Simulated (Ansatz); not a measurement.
Candidates (primitive cells; geometry: cell and atoms relaxed with PBEsol):
A. Ta (Im-3m), a = 2.8370 Å, b = 2.8370 Å, c = 2.8370 Å, α = 109.47°, β = 109.47°, γ = 109.47°
B. Au (Fm-3m), a = b = c = 2.8869 Å, α = β = γ = 60.00°
C. Os (P6_3/mmc), a = 2.7260 Å, b = 2.7260 Å, c = 4.3169 Å, α = 90.00°, β = 90.00°, γ = 120.00°

Problem. Order them by resistivity times mean free path (highest first) at the level PBEsol, rigid bands (Ansatz, an electronic-structure program).

Solution. B (8.4 ×10⁻¹⁶ Ω·m²), C (5.7 ×10⁻¹⁶ Ω·m²), A (4.1 ×10⁻¹⁶ Ω·m²)

Metals at this level; values at 300 K, both spins, means over directions. As a rough test of the mesh, the Fermi surface's area from every second k point differs by up to 3 %. The product of resistivity and mean free path takes one path for all states. Spin-orbit coupling is left out.

The missing spin-orbit coupling matters most for Au (Fm-3m), Os (P6_3/mmc), Ta (Im-3m).
